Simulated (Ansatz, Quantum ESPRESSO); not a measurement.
SrAlGeH (P3m1, 4 atoms in the cell) computed with different codes at matched settings

Zone-centre phonon calculation.

```
CELL_PARAMETERS angstrom
      4.26579     0.00000     0.00000
     -2.13289     3.69428     0.00000
      0.00000     0.00000     4.96727
ATOMIC_POSITIONS crystal
  Sr 0.33333 0.66667 0.00460
  Al 0.00000 0.00000 0.45805
  Ge 0.66667 0.33333 0.56130
  H  0.00000 0.00000 0.10525
```

Shared settings, as Ansatz (a program for electronic structure) writes them: kpoints.mp_grid.grid = 5 5 4; scf.occupations.method = fermi_dirac; scf.occupations.width = 0.01 eV. Potentials and cutoffs stand in the table.

```csv
code,model,"highest zone-centre frequency, without LO-TO term (cm⁻¹)",cutoff
Quantum ESPRESSO,"LDA (PW92), PseudoDojo standard norm-conserving (LDA) pseudopotentials",1207,80 Ry
Ansatz,"LDA (PW92), PAW files made with PBE",1210,default
```

The spread over the programs that give each value: highest zone-centre frequency, without LO-TO term within 3.0 cm⁻¹.

The starting cell comes from a database of computed structures (which also holds hypothetical and non-ambient phases and stackings), without a prior relaxation at this level.

Keys are those of Ansatz 0.2.
